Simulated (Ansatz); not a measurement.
System: Re₂C (model structure, started from the CdI2 type, P-3m1, No. 164, 3 atoms in the cell). Method: LDA (PAW; Ansatz, a first-principles code).

Settings: plane-wave cutoff 520 eV, 24×24×12 k mesh (along the axes of the cell as run), Fermi–Dirac smearing 0.05 eV, no spin polarisation, scalar-relativistic PAW data made under PBE.

Cell (relaxed at this level):

```
Re2C
1.0
    2.80926     0.00000     0.00000
   -1.40463     2.43289     0.00000
    0.00000     0.00000     4.98020
C Re
1 2
Direct
  0.00000   0.00000   0.00000
  0.33333   0.66667   0.27228
  0.66667   0.33333   0.72772
```

**Question.** What does this level give for the bulk modulus?

**Answer.** 
- bulk modulus = 406 GPa

Note: the run has no spin polarisation, so it can have missed a magnetic state; the bulk modulus is −V dP/dV from two relaxed cells at ±2 % in volume; the relaxation could raise the start's symmetry but not lower it, so the cell can be a saddle point.

Spin–orbit coupling is not included; it can open a gap where bands touch, and shift volumes and moduli.

Computed values are for the static lattice.

A model structure was made by putting elements into a prototype or built by hand; it is no filed structure, need not be a known phase, and can be a saddle point held by its symmetry.
